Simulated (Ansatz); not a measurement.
Ansatz (a quantum-chemistry and plane-wave program) run on GaSb (F-43m, 2 atoms in the cell): self-consistent single point.

Computed with PBE, PAW files (plane waves; Ansatz).

The change in words: lattice scaled by 0.98. Reference geometry:
```xyz
2
Lattice="0.0000 3.0557 3.0557 3.0557 0.0000 3.0557 3.0557 3.0557 0.0000" Properties=species:S:1:pos:R:3 pbc="T T T"
Ga     0.0000     0.0000     0.0000
Sb     4.5836     4.5836     4.5836
```

Reference input (self-consistent single point, DFT, PBE, plane waves, PAW files): basis.ecutwfc = 30.9 Ry; kpoints.mp_grid.grid = 9 9 9; hamiltonian.xc = pbe; hamiltonian.pseudopotentials = {kind: paw} (the program's default PAW files); scf.occupations.method = gaussian; scf.occupations.width = 0.0073 Ry. This run's input differs from it in these lines:

```diff
@@ -2,5 +2,5 @@
   lattice:
-    - [0.000000, 3.055717, 3.055717]
-    - [3.055717, 0.000000, 3.055717]
-    - [3.055717, 3.055717, 0.000000]
+    - [0.000000, 2.994603, 2.994603]
+    - [2.994603, 0.000000, 2.994603]
+    - [2.994603, 2.994603, 0.000000]
   atoms:
```

Output (repeated stretches shortened):

```
SCF iter   1: F=—  HF=-10267.866070 eV  |F-HF|=—  |Δ(HF+E_count)|=         —  Δρ=3.40e-2  dr2=4.38e-1  ethr=3.10e-3  ⟨swp⟩=6.0  Hψ=3363  notcnv=0
all-band conjugate gradients solve this SCF's bands
preconditioner: auto → none
SCF iter   2: F=—  HF=-10267.814863 eV  |F-HF|=—  |Δ(HF+E_count)|=   5.12e-2  Δρ=1.55e-2  dr2=7.66e-2  ethr=1.56e-3  ⟨swp⟩=2.1  Hψ=1051  notcnv=0
SCF iter   3: F=—  HF=-10267.822257 eV  |F-HF|=—  |Δ(HF+E_count)|=   7.39e-3  Δρ=6.01e-3  dr2=1.61e-2  ethr=2.74e-4  ⟨swp⟩=2.0  Hψ=1085  notcnv=0
SCF iter   4: F=—  HF=-10267.814163 eV  |F-HF|=—  |Δ(HF+E_count)|=   8.09e-3  Δρ=9.95e-4  dr2=2.32e-4  ethr=5.74e-5  ⟨swp⟩=2.0  Hψ=1082  notcnv=0
SCF iter   5: F=—  HF=-10267.814220 eV  |F-HF|=—  |Δ(HF+E_count)|=   5.68e-5  Δρ=3.38e-4  dr2=2.23e-5  ethr=8.28e-7  ⟨swp⟩=2.0  Hψ=940  notcnv=0
SCF iter   6: F=—  HF=-10267.814235 eV  |F-HF|=—  |Δ(HF+E_count)|=   1.50e-5  Δρ=3.87e-5  dr2=5.16e-7  ethr=7.95e-8  ⟨swp⟩=2.0  Hψ=1122  notcnv=0
SCF iter   7: F=-10267.814235 eV  HF=-10267.814235 eV  |F-HF|=4.95e-8  |Δ(HF+E_count)|=   1.90e-8  Δρ=9.49e-6  dr2=4.48e-8  ethr=3.57e-10  ⟨swp⟩=7.0  Hψ=3377  notcnv=0
SCF 1 converged in 7 iterations: F = -10267.814235 eV  dr2 = 4.48e-8
Free energy (F): -10267.814235 eV
Internal energy: -10267.814234 eV  (E = F + TS)
E sigma→0 (E₀):  -10267.814235 eV
Entropy (-TS):   -0.000000 eV (-0.000 meV/atom)
Fermi energy:    8.949818 eV
--- Forces (eV/Å), atoms counted from 1 ---
  atom   1  Ga     0.00000000    -0.00000000     0.00000000
  atom   2  Sb     0.00000000     0.00000000     0.00000000
--- Stress (GPa, compression-positive) ---
        6.427268      -0.000000      -0.000000
        0.000000       6.427268       0.000000
       -0.000000       0.000000       6.427268
  P = ⅓ Tr σ = 6.4273 GPa (64.273 kbar)
  The stress holds the Pulay correction. Without it, at fixed plane waves, as pw.x and ABINIT print it: P = 6.4037 GPa
```

The run converged in 7 iterations. Against the reference run the free energy rises by 45.6 meV/atom and the pressure goes from 2.52 to 6.43 GPa.

The starting cell comes from a database of computed structures (which also holds hypothetical and non-ambient phases and stackings), without a prior relaxation at this level. Its lattice was rescaled by a random factor within 2.5 % of one. For this run, on top of that: lattice scaled by 0.98. With a pressure of about 6 GPa the cell is away from its equilibrium volume at this level. Ansatz's pressure includes its estimate of the finite-basis (Pulay) stress.

Keys are those of Ansatz 0.2.
